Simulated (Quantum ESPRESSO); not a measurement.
# Quick settings and what they miss: MnO2 (P4_2/mnm, 6 atoms in the cell)

Self-consistent single point.

```
MnO2
1.0
    4.38282     0.00000     0.00000
    0.00000     4.38282     0.00000
    0.00000     0.00000     2.85561
Mn O
2 4
Direct
  0.00000   0.00000   0.00000
  0.50000   0.50000   0.50000
  0.30492   0.30492   0.00000
  0.69508   0.69508   0.00000
  0.19508   0.80492   0.50000
  0.80492   0.19508   0.50000
```
Moments meant for the start (each program seeds them in its own way; μB, in the order of the atoms Mn Mn O O O O): 4.0 4.0 0.0 0.0 0.0 0.0.

Level of theory: PBE, GBRV 1.5 ultrasoft (PBE) pseudopotentials (plane waves; Quantum ESPRESSO).

Base settings: ecutwfc = 50 Ry; ecutrho = 400 Ry; occupations = smearing; smearing = cold; degauss = 0.0036749 Ry; nspin = 2; potentials = {Mn: mn_pbe_v1.5.uspp.F.UPF, O: o_pbe_v1.2.uspp.F.UPF}; K_POINTS = automatic 6 6 9 0 0 0; conv_thr = 1e-09 Ry; mixing_beta = 0.3.

Tight run (finer mesh or higher cutoff; not a proven limit): ecutwfc: 50 Ry → 70 Ry; ecutrho: 400 Ry → 560 Ry; conv_thr: 1e-09 Ry → 7.3e-11 Ry; K_POINTS: automatic 6 6 9 0 0 0 → automatic 9 9 13 0 0 0. It gave Fermi level (on the code's own zero) 11.10 eV; pressure 9.85 GPa; largest force (vector length) 0.071 eV/Å; size of the cell's spin moment 6.00 μB; site moments (μB, in the program's spheres or projections) Mn 2.39, Mn 2.39, O 0.10, O 0.10, O 0.10, O 0.10.

Quick runs, as changes from the base:
- A: the base itself
- B: ecutwfc: 50 Ry → 25 Ry; ecutrho: 400 Ry → 200 Ry; conv_thr: 1e-09 Ry → 7.3e-06 Ry; K_POINTS: automatic 6 6 9 0 0 0 → automatic 2 2 2 0 0 0
- C: ecutwfc: 50 Ry → 30 Ry; ecutrho: 400 Ry → 240 Ry; K_POINTS: automatic 6 6 9 0 0 0 → automatic 1 1 1 0 0 0
- D: ecutwfc: 50 Ry → 25 Ry; ecutrho: 400 Ry → 200 Ry; pseudopotentials: {Mn: mn_pbe_v1.5.uspp.F.UPF, O: o_pbe_v1.2.uspp.F.UPF} → {Mn: mn_lda_v1.5.uspp.F.UPF, O: o_lda_v1.2.uspp.F.UPF}; K_POINTS: automatic 6 6 9 0 0 0 → automatic 4 4 4 0 0 0 [LDA (PZ)]
- E: ecutwfc: 50 Ry → 35 Ry; ecutrho: 400 Ry → 280 Ry; K_POINTS: automatic 6 6 9 0 0 0 → automatic 4 4 4 0 0 0

Dashes: pressure of B, not trusted under this conv_thr with d or f elements; time of B, C, D, under 30 s; energy of D, another energy zero.

† marks runs with another functional, U, potentials or spin treatment: their distance from the tight run is not a convergence error alone.

The count of work is k-points × plane waves × bands × iterations; it is no time. Core times come from one kind of shared machine and are given to one figure; runs under 30 s give none.

The starting cell comes from a database of computed structures (which also holds hypothetical and non-ambient phases and stackings), without a prior relaxation at this level. Its lattice was rescaled by a random factor within 2.5 % of one. The magnetic order is the one reached from the typed start; others were not searched systematically. In the base run, with a pressure of about 10 GPa the cell is away from its equilibrium volume at this level.

```
run  energy less tight (meV/atom)  pressure less tight (GPa)  largest miss in a force vector (eV/Å)  size of the net moment less tight (μB/atom)  count of work / tight  core time / tight (rough)
---  ----------------------------  -------------------------  -------------------------------------  -------------------------------------------  ---------------------  -------------------------
A                             5.9                      -0.34                                  0.000                                         0.00                   0.29                        0.3
B                          1454.1                          –                                  0.230                                         0.00                 0.0096                          –
C                          1033.6                     -11.04                                  3.696                                         0.00                 0.0036                          –
D†                              –                    -164.10                                  0.235                                        -0.06                  0.038                          –
E                            26.6                      -2.82                                  0.002                                         0.00                  0.061                       0.08
```

Among the runs at the tight run's level, the energy misses run from 5.9 to 1454.1 meV/atom.

Left out of this page: 1 run of the series outside the window shown, repeating another row's setting, or not comparable.
